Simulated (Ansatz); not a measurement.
Take GaCuSe$_{2}$ in the chalcopyrite structure (space group I-42d, No. 122; a = 5.608 Å, c = 11.096 Å) as the base.

Method: r2SCAN (Ansatz, a first-principles code; PAW; 500 eV plane waves; no SOC), earlier PAW set.

Before the change:

| Item | Result |
|---|---|
| Electron mass | 0.071 mₑ along c, 0.079 mₑ across (at Γ) |
| Hole mass | 0.083 mₑ along c, 0.68 mₑ across (at Γ) |

One thing is altered: every lattice vector is shortened by 1.27 %, atoms relaxed at fixed cell.

Q: Estimate the effect on the energy relative to the base, electron mass and hole mass.

A: The energy grows by 7.2 meV/atom; the electron mass changes from 0.071 mₑ along c, 0.079 mₑ across (at Γ) to 0.085 mₑ along c, 0.092 mₑ across (at Γ); the hole mass changes from 0.083 mₑ along c, 0.68 mₑ across (at Γ) to 0.100 mₑ along c, 0.62 mₑ across (at Γ).

The levels and masses belong to the bands next to the band gap. The cells carry an imposed strain or load. Effective masses come from finite differences of ±0.01 Å⁻¹. Stability against distortions was not tested. The final runs are not spin-polarised.
